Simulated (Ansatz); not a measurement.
# Fermi-surface data of Al (Fm-3m)

```
CELL_PARAMETERS angstrom
      0.00000     1.94375     1.94375
      1.94375     0.00000     1.94375
      1.94375     1.94375     0.00000
ATOMIC_POSITIONS crystal
  Al 0.00000 0.00000 0.00000
```

Level of theory: PBEsol, rigid bands (plane waves, PAW, scalar-relativistic; Ansatz, a program for electronic structure). Condition of this run: hydrostatic pressure 10 GPa (the target of the relaxation). How the cell was made: cell and atoms relaxed with PBEsol, then loaded as said.

```yaml
density of states at the Fermi level: 0.379 states/(eV·cell), both spins
bare Sommerfeld coefficient: 0.89 mJ/(mol of atoms·K²)
drude_plasma_energy: 12.4 eV
root-mean-square Fermi velocity: 1.5e6 m/s
resistivity times τ: 3.2 ×10⁻²² Ω·m·s
```

A metal at this level (no band gap); rigid bands, thermally averaged at 300 K, both spins. Spin-orbit coupling is left out. τ is one relaxation time for all states.
